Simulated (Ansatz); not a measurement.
**A computed series for MoSe2: carrier doping**

The reference is MoSe₂ (space group P6_3/mmc, No. 194; a = 3.2770 Å, c = 12.7310 Å; layered, stacked along the Cartesian z axis).

Carriers are added at fixed cell with a uniform background; the Fermi–Dirac width is that of 300 K.

Method: PBE-D3(BJ) (Ansatz, an electronic-structure program, PAW, no spin-orbit coupling), earlier PAW set.

Notes on the quantities. Fermi level from band edge: Fermi level relative to the doped band's edge (positive inside the band; to 0.05 eV).

| variant | gap between the host's bands | Fermi level from band edge |
|---|---|---|
| undoped | 0.74 eV | – |
| electrons 2.0×10^21 cm⁻³ | 0.72 eV | +0.30 eV |
| electrons 3.0×10^21 cm⁻³ | 0.72 eV | +0.40 eV |
| electrons 5.0×10^21 cm⁻³ | 0.70 eV | +0.50 eV |
| holes 2.0×10^21 cm⁻³ | 0.77 eV | +0.40 eV |
| holes 3.0×10^21 cm⁻³ | 0.77 eV | +0.50 eV |
| holes 5.0×10^21 cm⁻³ | 0.77 eV | +0.60 eV |

Charged cell with a jellium background: band edges are those of the host's band count, energies are not comparable with the neutral cell, and many-body gap narrowing is missing. Stability against distortions was not tested.
